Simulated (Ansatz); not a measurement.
Start from Al2Pt (space group Fm-3m, No. 225; a = 5.897 Å; relaxed with 0.1 eV smearing). Axes: x, y, z lie along the cube axes.

Method: DFT with PBEsol, PAW potentials and a 420 eV plane-wave cutoff in Ansatz (a quantum-chemistry and plane-wave program), no spin-orbit coupling.

One thing is altered: uniaxial strain ε_zz = +1.00 %, all other strain components held at zero, atoms relaxed at fixed cell.

**Question.** Predict the stress tensor and what it implies for the stiffness.

**Answer.** Stress of the strained cell less that of the base (GPa, compression positive):
```
   -1.1     0.0     0.0
    0.0    -1.1     0.0
    0.0     0.0    -1.8
```

Then −Δσ_ii/ε with ε = 0.0100 gives relaxed-ion elastic constants: C33 ≈ 181 GPa, C13 ≈ 112 GPa and C23 ≈ 112 GPa.

Stability against distortions was not tested. The final runs are not spin-polarised.
